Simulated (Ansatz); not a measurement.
# SrMoO3 (Pm-3m): band-structure transport figures

Here is the system:

```
MoSrO3
1.0
    3.94961     0.00000     0.00000
    0.00000     3.94961     0.00000
    0.00000     0.00000     3.94961
Sr Mo O
1 1 3
Direct
  0.50000   0.50000   0.50000
  0.00000   0.00000   0.00000
  0.50000   0.00000   0.00000
  0.00000   0.50000   0.00000
  0.00000   0.00000   0.50000
```

Method: PBEsol, rigid bands (plane waves, PAW, scalar-relativistic; Ansatz, a first-principles code). How the cell was made: cell and atoms relaxed with PBEsol.

```json
{
 "density of states at the Fermi level": "1.74 states/(eV·cell), both spins",
 "bare Sommerfeld coefficient": "0.82 mJ/(mol of atoms·K²)",
 "drude_plasma_energy": "5.7 eV",
 "root-mean-square Fermi velocity": "6.6e5 m/s",
 "resistivity times τ": "15.2 ×10⁻²² Ω·m·s"
}
```

A metal at this level (no band gap); rigid bands, thermally averaged at 300 K, both spins. Spin-orbit coupling is left out. τ is one relaxation time for all states.

Computed structure, not matched to a measured one here, so possibly hypothetical: SrMoO3 (Pm-3m).
